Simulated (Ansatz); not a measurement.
GaBiO3 (model structure, started from the tetragonal perovskite type, P4mm, No. 99, 5 atoms in the cell), treated with HSE06+SOC (plane waves, PAW; Ansatz, a quantum-chemistry and plane-wave program).

Run with plane-wave cutoff 460 eV, 6×6×6 k mesh, Fermi–Dirac smearing 0.01 eV, PAW data made under PBE.

Cell (relaxed with PBEsol):

```yaml
crystal:
  lattice:
    - [3.66637, 0.00000, 0.00000]
    - [0.00000, 3.66637, 0.00000]
    - [0.00000, 0.00000, 4.75574]
  atoms:
    - { symbol: Ga, position: [0.50000, 0.50000, 0.49174] }
    - { symbol: Bi, position: [0.00000, 0.00000, 0.04924] }
    - { symbol: O, position: [0.50000, 0.50000, 0.87502] }
    - { symbol: O, position: [0.50000, 0.00000, 0.34500] }
    - { symbol: O, position: [0.00000, 0.50000, 0.34500] }
```

### Question
Estimate the band gap, smallest direct gap on the k points sampled and direct gap at Γ that the calculation returns.

### Answer

* **band gap**: 2.67 eV (indirect)
* **smallest direct gap on the k points sampled**: 3.39 eV
* **direct gap at Γ**: 5.89 eV

Note: the relaxation could raise the start's symmetry but not lower it, so the cell can be a saddle point; cell and atoms aren't relaxed at this level (pressure -0.9 GPa).

Computed values are for the static lattice.

Cost on a shared machine: about 40 core-minutes (a rough figure).

A model structure was made by putting elements into a prototype or built by hand; it is no filed structure, need not be a known phase, and can be a saddle point held by its symmetry.
